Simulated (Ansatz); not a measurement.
Take AlRu in the CsCl type structure (space group Pm-3m, No. 221; relaxed with 0.1 eV smearing) as the base.

```xyz
2
Lattice="2.9770 0.0000 0.0000 0.0000 2.9770 0.0000 0.0000 0.0000 2.9770" Properties=species:S:1:pos:R:3 pbc="T T T"
Al     1.4885     1.4885     1.4885
Ru     0.0000     0.0000     0.0000
```

Cartesian axes are those of the cell as printed.

The values are results of PBEsol (Ansatz, a quantum-chemistry and plane-wave program, PAW, no SOC), not measurements.

One thing is altered: every lattice vector is shortened by 3.00 %, atoms relaxed at fixed cell.

Problem. Predict the stress tensor and what it implies for the stiffness.

Solution. Stress of the strained cell less that of the base (GPa, compression positive):
```
   24.4     0.0     0.0
    0.0    24.4     0.0
    0.0     0.0    24.4
```

Then B = −ΔP/(ΔV/V₀) with ΔV/V₀ = -0.0873 gives secant stiffness values (nonlinear terms included at this strain): B ≈ 279 GPa.

As a check, the harmonic strain energy −½ V₀ Δσ:ε is 90 meV/atom; the computed energy rise is 81 meV/atom.

No phonon test of stability was made. The final runs are not spin-polarised.
